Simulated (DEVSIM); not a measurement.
System: Schottky contact on n-type Ge, at 250 K.

Layer 1 from the left is Ge, thickness (μm) 2.80, Nd (cm⁻³) 5.5e15, τn (s) 2.9e-5, τp (s) 2.9e-5.

Left contact: Schottky, work function 4.26 eV, emission velocity 6.1e6 cm/s. Right contact: ohmic. Voltage is applied to the left contact. Recombination: SRH at mid-gap, Auger. Mobility is constant in doping.

This is a model device: material constants are rounded textbook-type values typed into the input, and sizes, dopings and lifetimes were drawn at random. Values at 300 K; Nc and Nv go as T^1.5, mobilities as T to minus their exponent, the gap by Varshni's rule with the affinity fixed.

Ge: gap (eV) 0.664, affinity (eV) 4, permittivity 16, Nc (cm⁻³) 1.04e19, Nv (cm⁻³) 6e18, μn (cm²/Vs) 3900, μp (cm²/Vs) 1900, T exponent of μn 1.66, T exponent of μp 2.33, Cn (cm⁶/s) 1e-31, Cp (cm⁶/s) 1e-31, Varshni α (eV/K) 0.000477, Varshni β (K) 235.

Model (solved in DEVSIM): 1D drift-diffusion, Boltzmann statistics, complete ionisation; no tunnelling, impact ionisation, image-force lowering or self-heating. Metal contacts follow the ideal Schottky-Mott rule: no Fermi-level pinning, no interface dipoles.

What does the simulation give for the largest field in the device at zero bias, the potential step across the device at zero bias?

largest field in the device at zero bias 10000 V/cm; potential step across the device at zero bias 0.103 V.
